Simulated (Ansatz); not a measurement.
Base system: TaTlO3 in the cubic perovskite structure (space group Pm-3m, No. 221; a = 4.0336 Å; a cell from a computed database, its experimental status unchecked). Axes: x, y, z lie along the cube axes.

Perturbation: tensile biaxial strain of 2.93 % in the plane normal to [001], as in epitaxy on a mismatched substrate; the out-of-plane cell vector and the atoms relax.

Levels (all Ansatz, an electronic-structure program, PAW): PBEsol (420 eV, without spin-orbit coupling); r2SCAN (500 eV, scalar-relativistic without spin-orbit coupling); HSE06 (420 eV, scalar-relativistic without spin-orbit coupling).

One geometry, relaxed with PBEsol, under each level:

| level | band gap | lowest conduction level above the VBM at special points | pressure |
|---|---|---|---|
| PBEsol | 0.49 eV | Z 0.49 eV; Γ 0.50 eV; X 0.50 eV; M 2.80 eV | -7.56 GPa |
| r2SCAN | [?] | [?] | [?] |
| HSE06 | 1.31 eV | Z 1.31 eV; Γ 1.31 eV; X 1.32 eV | – |

Problem. Give the withheld r2SCAN results.

Solution. 
- r2SCAN, band gap: 0.78 eV
- r2SCAN, lowest conduction level above the VBM at special points: Z 0.78 eV; Γ 0.78 eV; X 0.80 eV; M 3.04 eV
- r2SCAN, pressure: -6.30 GPa

Single points use the geometry relaxed with PBEsol. Their cutoffs differ, which shifts pressures a little. HSE06 gaps are upper bounds (no full band path). Spin-orbit coupling, missing from the scalar runs, can matter with Ta and Tl. No phonon test of stability was made. Many cubic perovskites are stable only at high temperature; tilts and polar distortions were not tested. Labels are those of the standard path for the cell's own space group.
